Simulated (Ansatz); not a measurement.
Abridged Ansatz (a first-principles code) output:

```
Pseudopotential: Re, paw, valence charge 15
Crystal: 2 atoms, lattice volume = 29.106 Å³
Basis set: ecut = 420 eV, 573 PW (Γ), exchange–correlation on 40×40×60 points (8 copies of the dense FFT grid, shifted against one another)
Bands: 19, of which v1, the nominal top of the filled ones, is band 15 counted from 1 (14 counted from 0)
Symmetry: 24 space group operations
k-points: 240 of 3971
Functional: x = pbesol(κ = 0.804, μ = 0.12345679012345678), c = pbesol(β = 0.046)
SCF iter   1: F=—  HF=-21474.500427 eV  |F-HF|=—  |Δ(HF+E_count)|=         —  Δρ=8.22e-3  dr2=6.32e-3  ethr=1.77e-3  ⟨swp⟩=5.7  Hψ=20738  notcnv=0
SCF iter   2: F=—  HF=-21474.501597 eV  |F-HF|=—  |Δ(HF+E_count)|=   1.17e-3  Δρ=4.84e-3  dr2=2.34e-3  ethr=2.11e-5  ⟨swp⟩=1.3  Hψ=6798  notcnv=0
SCF 1 converged in 7 iterations: F = -21474.501980 eV  dr2 = 3.95e-11
SCF converged after 7 iterations
Free energy (F): -21474.501980 eV
Internal energy: -21474.488983 eV  (E = F + TS)
E sigma→0 (E₀):  -21474.495481 eV
Entropy (-TS):   -0.012996 eV (-6.498 meV/atom)
Fermi energy:    24.120695 eV
--- Forces (eV/Å), atoms counted from 1 ---
  atom   1  Re    -0.00000000     0.00000000    -0.00000000
  atom   2  Re     0.00000000    -0.00000000     0.00000000
--- Stress (GPa, compression-positive) ---
       -0.005362      -0.000000       0.000000
       -0.000000      -0.005362      -0.000000
        0.000000      -0.000000      -0.003095
  P = ⅓ Tr σ = -0.0046 GPa (-0.046 kbar)
```

Q: What was computed, and what are the main results?

A: Re, 2 atoms in the cell, with PBEsol, PAW, 420 eV (Ansatz; no SOC). The last SCF converged to F = -21474.501980 eV, or -10737.2510 eV per atom, at a pressure of 0.00 GPa. The total energy compares only with runs of the same code, potentials and settings.

No phonon test of stability was made. All final runs are without spin polarisation. The cell is Re in the hcp (Mg type) structure (space group P6_3/mmc, No. 194).
